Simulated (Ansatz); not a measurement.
Consider AlN in the wurtzite structure (space group P6_3mc, No. 186; a = 3.1136 Å, c = 4.9832 Å).

Method: PBEsol (Ansatz, an electronic-structure program; PAW; 420 eV plane waves; no spin-orbit coupling), earlier PAW set.

Carriers are added at fixed cell with a uniform background; the Fermi–Dirac width is that of 300 K.

One change was made to it. Results:

The Fermi level relative to the doped band's edge (positive inside the band; to 0.05 eV) comes out as +0.60 eV; the gap character is still direct at Γ; the gap between the host's bands goes up by 0.467 eV to 4.56 eV.

Question: What was done to the base?
(A) holes 2.0×10^22 cm⁻³
(B) holes 1.5×10^21 cm⁻³
(C) electrons 1.5×10^21 cm⁻³
(D) holes 1.0×10^22 cm⁻³
(E) electrons 7.0×10^21 cm⁻³

Answer: A, holes 2.0×10^22 cm⁻³. For comparison, the gap between the host's bands in the other runs: electrons 7.0×10^21 cm⁻³ gives 4.06 eV; electrons 1.5×10^21 cm⁻³ gives 4.08 eV; holes 1.5×10^21 cm⁻³ gives 4.13 eV; holes 1.0×10^22 cm⁻³ gives 4.32 eV.

Charged cell with a jellium background: band edges are those of the host's band count, energies are not comparable with the neutral cell, and many-body gap narrowing is missing. No phonon test of stability was made.
